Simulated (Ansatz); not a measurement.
Consider Rh in the fcc (Cu type) structure (space group Fm-3m, No. 225; a = 3.802 Å; relaxed with 0.1 eV smearing).

The values are results of Ansatz (a program for electronic structure) r2SCAN, scalar-relativistic without spin-orbit coupling, not measurements.

Before the change:

The pressure is 0.0 GPa.

Perturbation: every lattice vector is stretched by 2.00 %, atoms relaxed at fixed cell.

Problem. What does the calculation give for the pressure after the change?

Solution. The pressure goes from zero to -14.2 GPa.

Problem. What happens to the energy relative to the base?

Solution. The energy goes up by 40 meV/atom.

The cells carry an imposed strain or load. Whether these cells are dynamically stable was not tested. The final runs are not spin-polarised. Rh lies near a magnetic instability that expansion can trigger; it was not tested.
